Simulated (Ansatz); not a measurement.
The starting structures come from a database of crystals and need not be the phases stable at ambient conditions.

 Where the default PAW files enter, the runs use the earlier of Ansatz's two default sets.

Tunnelling through a barrier is set by its complex band structure: the current falls as exp(−2κd) with the smallest κ.

Input:

```
CELL_PARAMETERS angstrom
      4.76114     0.00000     0.00000
      0.00000     7.72861     0.00000
      2.38057     0.00000     4.12327
ATOMIC_POSITIONS crystal
  Ca 0.00000 0.00000 0.00000
  Mg 0.66667 0.62766 0.66667
  Mg 0.33333 0.37234 0.33333
  Bi 0.33333 0.75818 0.33333
  Bi 0.66667 0.24182 0.66667
```

Space group of this cell: P-3m1. The cell is taken as given; by PBEsol its mean pressure is -0.9 GPa.

Transport runs along the normal of the first two printed cell vectors, the (100) plane of the conventional cell.

The gap is the functional's own. No spin-orbit coupling. Mid-gap values are interpolated on the energy grid.

Compute, with PBEsol (Ansatz, a first-principles code), the band gap and the smallest decay constant κ at mid-gap.

Gap 0.44 eV on a 8×4×8 mesh; κ = 0.034 1/Å, at the zone centre.
